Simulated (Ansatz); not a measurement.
The starting structures come from a database of crystals and need not be the phases stable at ambient conditions.

 Where the default PAW files enter, the runs use the earlier of Ansatz's two default sets.

By LDA and PBEsol, the system below comes out a metal.

Data:

```
Ta
1.0
    2.94992     0.00000     0.00000
    0.00000     4.17181     0.00000
    1.47496     2.08590     1.47496
Ta
1
Direct
  0.00000   0.00000   0.00000
```

Space group of this cell: Fm-3m, fcc (Cu type). The cell is taken as given; by PBEsol its mean pressure is 0.7 GPa.

The current runs along the normal of the first two printed vectors, the (110) plane. All runs by Ansatz (an electronic-structure program), plane waves and PAW, without spin-orbit coupling; the base is PBEsol.

```
run                                                      mean pressure (GPa)  G/A, both spins (10¹⁵ S/m²)
-------------------------------------------------------  -------------------  ---------------------------
base                                                                     0.7                         1.56
all lengths scaled by 0.98                                              14.5                          [?]
all lengths scaled by 1.02                                             -10.2                         1.43
lda in place of pbesol                                                  -4.5                          [?]
lengths across the current scaled by 0.98, ions clamped                  9.5                         1.68
lengths along the current scaled by 1.03, ions clamped                  -5.2                         1.56
```

**Question.** Fill in the missing entries.

**Answer.** 
- all lengths scaled by 0.98, G/A, both spins (10¹⁵ S/m²): 1.66
- lda in place of pbesol, G/A, both spins (10¹⁵ S/m²): 1.58
